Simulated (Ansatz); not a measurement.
Effect of tensor shear ε_xy = +1.43 % on CdF2

Start from CdF2 in the fluorite structure (space group Fm-3m, No. 225; a = 5.384 Å). Axes: x, y, z lie along the cube axes.

The change: a pure shear with ε_xy = ε_yx = 0.0143; the atoms relax in the strained cell.

Calculations: plane-wave PAW DFT at the PBEsol level (Ansatz, a program for electronic structure, 420 eV), scalar-relativistic without spin-orbit coupling. k-mesh 11×11×11 (Γ-centred); smearing 0.05 eV (Fermi–Dirac).

```tsv
quantity	base	changed	shift
space group	Fm-3m (No. 225)	Immm (No. 71)	–
shortest interatomic distance	2.331 Å	2.314 Å	-0.0176 Å
energy relative to the base (free energy F)	0 meV/atom	+0.6 meV/atom	+0.6 meV/atom
pressure (mean of the normal stresses, compression positive)	0.0 kbar	0.6 kbar	+0.6 kbar
band gap	2.94 eV	2.95 eV	+0.01 eV
gap character	–	indirect, W → Γ	–
smallest direct gap	3.43 eV	3.38 eV	-0.05 eV
electron mass	0.37 mₑ (at Γ)	0.37 mₑ (at Γ)	–
stress (xx, yy, zz, yz, xz, xy; compression positive)	–	(0.06, 0.06, 0.06, 0.00, 0.00, -0.58) GPa	–
```

Final structure:

```xyz
3
Lattice="0.0385 2.6920 2.6920 2.6920 0.0385 2.6920 2.7305 2.7305 0.0000" Properties=species:S:1:pos:R:3 pbc="T T T"
Cd     0.0000     0.0000     0.0000
F      1.3652     1.3652     1.3381
F      4.0957     4.0957     4.0458
```

Masses are band curvatures over ±0.01 Å⁻¹ around the edge. Whether these cells are dynamically stable was not tested. Labels are those of the standard path for the cell's own space group.
